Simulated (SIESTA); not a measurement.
SIESTA run on MnPd (P4/mmm, 2 atoms in the cell): self-consistent single point.

Level of theory: GGA PBEsol, numerical atomic orbitals TZP, PseudoDojo PBEsol standard norm-conserving potentials (rewritten from UPF to PSML) (SIESTA).

```
MnPd
1.0
    3.00107     0.00000     0.00000
    0.00000     3.00107     0.00000
    0.00000     0.00000     3.34348
Mn Pd
1 1
Direct
  0.00000   0.00000   0.00000
  0.50000   0.50000   0.50000
```
Moments meant for the start (each program seeds them in its own way; μB, in the order of the atoms Mn Pd): 4.0 0.0.

Reference input (self-consistent single point, DFT, LDA PW92, numerical atomic orbitals TZP, PseudoDojo LDA standard norm-conserving potentials (rewritten from UPF to PSML)): XC.functional = LDA; XC.authors = PW92; potentials = PseudoDojo LDA standard; PAO.BasisSize = TZP; PAO.EnergyShift = 0.01 Ry; MeshCutoff = 300 Ry; kgrid.MonkhorstPack = 9 9 8; OccupationFunction = FD; ElectronicTemperature = 1160.45 K; Spin = polarized; DM.InitSpin = [1 +4.00, 2 +0.00]; MaxSCFIterations = 150. This run's input differs from it in these lines:

```diff
@@ -1,2 +1,2 @@
-# files in the folder: Mn.psml Pd.psml (PseudoDojo LDA standard)
+# files in the folder: Mn.psml Pd.psml (PseudoDojo PBEsol standard)
 SystemName  MnPd
@@ -22,4 +22,4 @@
 
-XC.functional                LDA
-XC.authors                   PW92
+XC.functional                GGA
+XC.authors                   PBEsol
 PAO.BasisSize                TZP
```

Output, abridged:

```
        iscf     Eharris(eV)        E_KS(eV)     FreeEng(eV)     dDmax    Ef(eV) dHmax(eV)
   scf:    1    -6586.164069    -6615.585991    -6615.663932  1.250136 -2.423225 22.915256
     spin moment: {S} , |S| = {        0.0        0.0    3.53934 }     3.53934
   scf:    2    -6632.720044    -6626.807204    -6626.851386  0.274712 -3.309492  8.182183
     spin moment: {S} , |S| = {        0.0        0.0    4.30789 }     4.30789
   scf:    3    -6628.651439    -6627.980839    -6628.011291  0.102924 -3.661685  3.082486
     spin moment: {S} , |S| = {        0.0        0.0    4.41308 }     4.41308
   [... lines left out ...]
     spin moment: {S} , |S| = {        0.0        0.0    4.46793 }     4.46793
   scf:   15    -6628.372465    -6628.372464    -6628.400723  0.000023 -4.057943  0.000570
     spin moment: {S} , |S| = {        0.0        0.0    4.46790 }     4.46790
   scf:   16    -6628.372466    -6628.372465    -6628.400723  0.000015 -4.057947  0.000482
     spin moment: {S} , |S| = {        0.0        0.0    4.46788 }     4.46788
   scf:   17    -6628.372466    -6628.372466    -6628.400723  0.000010 -4.057948  0.000414
     spin moment: {S} , |S| = {        0.0        0.0    4.46788 }     4.46788
SCF Convergence by DM+H criterion
max |DM_out - DM_in|         :     0.0000097688
max |H_out - H_in|      (eV) :     0.0004135938
SCF cycle converged after 17 iterations

Using DM_out to compute the final energy and forces

siesta: E_KS(eV) =            -6628.3725

siesta: E_KS - E_eggbox =     -6628.3725

siesta: Atomic forces (eV/Ang):
     1    0.000000    0.000000    0.000000
     2   -0.000000   -0.000000   -0.000001
   Tot   -0.000000   -0.000000   -0.000000
   Max    0.000001
   Res    0.000000    sqrt( Sum f_i^2 / 3N )
   Max    0.000001    constrained

Stress tensor Voigt[x,y,z,yz,xz,xy] (kbar):       76.88       76.88       86.78        0.00        0.00        0.00
(Free)E + p*V (eV/cell)    -6629.9077
Target enthalpy (eV/cell)    -6628.4007

siesta: Program's energy decomposition (eV):
siesta: FreeEng =     -6628.400723

   [... lines left out ...]
siesta: Cell volume =         30.112789 Ang**3
siesta:         -80.18171855        -80.18170300  kBar
   [... lines left out ...]
              0.177   0.184   0.763   0.755   0.731   0.755   0.687   0.060

              0.052   0.039   0.052   0.036   0.067   0.065   0.071   0.065

              0.075

mulliken: Qtot =       14.266

Mulliken Atomic Populations:
Atom #   charge [q] valence [e]      Sz [e]  Species
     1     0.727752   14.272248    4.249983  Mn
     2    -0.727752   18.727752    0.217893  Pd
 Total     0.000000                4.467876
```

The run converged in 17 iterations. Against the reference run the pressure goes from -13.68 to -8.02 GPa and the size of the net moment moves little (2.22 to 2.23 μB/atom).

The starting cell comes from a database of computed structures (which also holds hypothetical and non-ambient phases and stackings), without a prior relaxation at this level. With one magnetic atom in the cell only a parallel order is possible. Values carry the incompleteness of an atom-centred basis. With a pressure of about -8 GPa the cell is away from its equilibrium volume at this level.

Cost on one core of a shared machine: roughly 90 s.
